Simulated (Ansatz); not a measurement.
**ceria (1 1 0) on silicon (1 1 0) (film strained to the substrate, started from cuts of the bulks and a machine-learned relaxation; metallic at this level, with no gap by band count)**

A periodic stack without vacuum, ceria (1 1 0) on silicon (1 1 0) (film strained to the substrate, started from cuts of the bulks and a machine-learned relaxation; metallic at this level, with no gap by band count): substrate slab Si16, film Ce6O12, surface cells [[0, -1], [1, -1]] and [[0, -1], [1, -1]], film strained by +0.1 and +0.1 %, outermost planes Si/Si and CeO/CeO as cut, which need not be the usual terminations and can put a slab off its formula.

The start was prepared with a machine-learned potential, and the result is one local minimum, with the in-plane cell held and forces under 0.04 eV/Å; the film can end far from its bulk form.

The numbers are results of PBE (plane waves to 420 eV, PAW; Ansatz, a quantum-chemistry and plane-wave program), not measurements. Scalar-relativistic, without spin–orbit coupling; PBE gaps are too small against experiment; cerium has no Hubbard term. Its k-point mesh 7×4×1, Fermi–Dirac width 0.05 eV.

- interface area = 21.2 Å²
- period = 28.68 Å
- gaps between the outermost planes at the two interfaces = 1.53 and 1.52 Å
- Ce–Si contacts across the interfaces within 1.22 times the sum of covalent radii = 6, mean 3.22 Å
- O–Si contacts across the interfaces within 1.22 times the sum of covalent radii = 2, mean 1.67 Å
- spin-polarised check at this geometry = keeps a moment, energy -0.02 eV

```
Ce3O6Si8
1.0
    3.86777    -0.00018    -0.04326
    3.86718     5.46878    -0.16813
    0.32907     0.72067    28.67102
Si Ce O
16 6 12
Direct
  0.32655   0.46411   0.11799
  0.57867   0.71202   0.11463
  0.32543   0.96521   0.04681
  0.58110   0.20953   0.05371
  0.32770   0.46282   0.25196
  0.57769   0.71279   0.24995
  0.32711   0.96340   0.18213
  0.57856   0.21196   0.18486
  0.32816   0.46240   0.38722
  0.57977   0.71081   0.38447
  0.32808   0.96246   0.31732
  0.57816   0.21234   0.31947
  0.32896   0.46199   0.52272
  0.58585   0.70514   0.51523
  0.32866   0.96211   0.45121
  0.58081   0.21002   0.45485
  0.78949   0.00146   0.68491
  0.74066   0.55039   0.61585
  0.78012   0.01073   0.81828
  0.77977   0.51115   0.75108
  0.74270   0.04792   0.95363
  0.79079   0.49992   0.88445
  0.02296   0.26796   0.67189
  0.45116   0.34052   0.57610
  0.01996   0.77109   0.62167
  0.52349   0.76750   0.68633
  0.03313   0.25771   0.81707
  0.53357   0.25737   0.74838
  0.03277   0.75813   0.75228
  0.53375   0.75708   0.82102
  0.02121   0.26940   0.94764
  0.52484   0.26590   0.88302
  0.02468   0.76602   0.89769
  0.45031   0.84075   0.99378
```
